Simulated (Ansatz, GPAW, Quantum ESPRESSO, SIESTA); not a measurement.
**One structure in several programs: CuAu (P4/mmm, 2 atoms in the cell)**

Self-consistent single point.

```
CELL_PARAMETERS angstrom
      2.80000     0.00000     0.00000
      0.00000     2.80000     0.00000
      0.00000     0.00000     3.67000
ATOMIC_POSITIONS crystal
  Cu 0.00000 0.00000 0.00000
  Au 0.50000 0.50000 0.50000
```

Shared settings, as Ansatz (a quantum-chemistry and plane-wave program) writes them: kpoints.mp_grid.grid = 12 12 10; scf.occupations.method = gaussian; scf.occupations.width = 0.272 eV. Potentials and cutoffs stand in the table.

```csv
code,model,pressure (GPa),cutoff
SIESTA,"GGA PBEsol, numerical atomic orbitals DZP, PseudoDojo PBEsol standard norm-conserving potentials (rewritten from UPF to PSML)",-3.21,grid 350 Ry
GPAW,"PBEsol, GPAW PAW datasets PBEsol (made by gpaw-setup)",0.43,850 eV
Ansatz,"PBEsol, default PAW files made with PBE",-1.96,default
Quantum ESPRESSO,"PBEsol, PSlibrary PAW (PBE) pseudopotentials",-1.97,50 Ry
```

On Ansatz's run: spin-orbit coupling is off. Spin polarisation is off.

The spread over the programs that give each value: pressure within 3.64 GPa.

SIESTA uses small atom-centred bases, whose incompleteness enters pressures, forces and empty levels differently from a plane-wave cutoff. Ansatz's pressure is given at a fixed set of plane waves, as the other plane-wave codes print theirs; with its correction for the finite basis it is -1.88 GPa. In the pressure, SIESTA (by 1.25) and GPAW (by 2.39) lie more than 1 GPa from the median of the plane-wave programs.

The starting cell has typed, rounded lattice constants, without a prior relaxation at this level.

Left out of this page: Elk and FLEUR (not drawn, or without a comparable value).

Keys are those of Ansatz 0.2.
